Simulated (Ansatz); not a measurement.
Levels about the gap of amorphous Si36O75H6 (117 atoms in a cell of 1646 Å³, 2.24 g/cm³; zone centre alone, so wide bands show as single levels with stretches between that a denser mesh fills), at the geometry that PBE relaxed, where it gives 2.3 GPa on a denser mesh. The participation number counts the atoms over which a state spreads; weights are charges in smoothed Voronoi cells. The levels come from a single point, so bond lengths are those of that geometry. Method of the levels: PBE, scalar-relativistic without spin-orbit coupling (Ansatz, an electronic-structure program). Sampling: the zone centre alone; Fermi-Dirac width 0.02 eV; no spin polarisation. At PBE the levels at the filled edge of the gap are localised (band-tail or defect states).

Preparation: random packing, a CHGNet melt and quench, and a DFT relaxation. O atoms were pushed apart under 1.9 Å during the dynamics, to hinder bonds among them. The hot cell started wider than the set density and was brought back towards it in steps. It is the lowest in DFT energy of 4 quenches. It is a model cell: composition and starting density were chosen by hand, and all elements were melted together. No dispersion term was used. Its density started from a set value of 2.24 and ended at 2.24 g/cm³. The quench (nominally 180 K/ps over its main leg) was far faster than any real one, so the model tends to hold more defects than a real film. One small periodic cell is one sample of the glass; other quenches scatter about these values. The volume was held where the preparation left it and the shape relaxed, at a PBE pressure of 2.3 GPa. Stress components on the final sampling reach 2.3 GPa.

```
E - E(highest filled), eV  filling  participation number        largest on  weight O  weight Si  weight H
-------------------------  -------  --------------------  ----------------  --------  ---------  --------
-0.30                       filled                  32.6   O, 2 neighbours      0.95       0.03      0.01
-0.29                       filled                  29.2   O, 2 neighbours      0.96       0.03      0.01
-0.27                       filled                  44.6   O, 2 neighbours      0.96       0.03      0.01
-0.21                       filled                  24.5   O, 2 neighbours      0.96       0.04      0.01
-0.14                       filled                   4.4   O, 2 neighbours      0.92       0.03      0.05
-0.11                       filled                   5.3   O, 2 neighbours      0.95       0.04      0.01
0.00                        filled                   4.7   O, 2 neighbours      0.92       0.03      0.04
5.38                         empty                 105.0   O, 2 neighbours      0.70       0.24      0.07
6.57                         empty                  39.3  Si, 4 neighbours      0.63       0.27      0.10
6.74                         empty                  69.3  Si, 4 neighbours      0.68       0.27      0.05
6.97                         empty                  60.3   H, 1 neighbours      0.66       0.23      0.11
7.00                         empty                  76.3   H, 1 neighbours      0.72       0.22      0.06
7.07                         empty                  68.0   O, 2 neighbours      0.73       0.24      0.03
7.16                         empty                  67.4   O, 2 neighbours      0.74       0.21      0.06
```

Most localised among these is the filled level at -0.14 eV, on a O atom, which has 2 neighbours (H 0.97 Å, Si 1.62 Å).
